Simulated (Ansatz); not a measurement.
MgO, pressure series

Consider MgO in the rock salt structure (space group Fm-3m, No. 225; a = 4.254 Å).

Cell and atoms are relaxed at each pressure.

Level of theory: plane-wave PAW DFT at the PBE level (Ansatz, a first-principles code, 420 eV), no spin-orbit coupling.

Candidates:
(a) pressure 5 GPa
(b) pressure −2 GPa
(c) pressure 1.5 GPa

Base values:

```
Quantity   Result
--------  -------
Band gap  4.46 eV
```

### Question
Order them by band gap, lowest first.

### Answer
(b) pressure −2 GPa (4.33 eV), (c) pressure 1.5 GPa (4.55 eV), (a) pressure 5 GPa (4.76 eV)

Load acts through the strain it causes; cell and atoms are relaxed under it. Whether these cells are dynamically stable was not tested. Competing high-pressure phases were not computed. The base started in Pnma and relaxed to Fm-3m at this level.
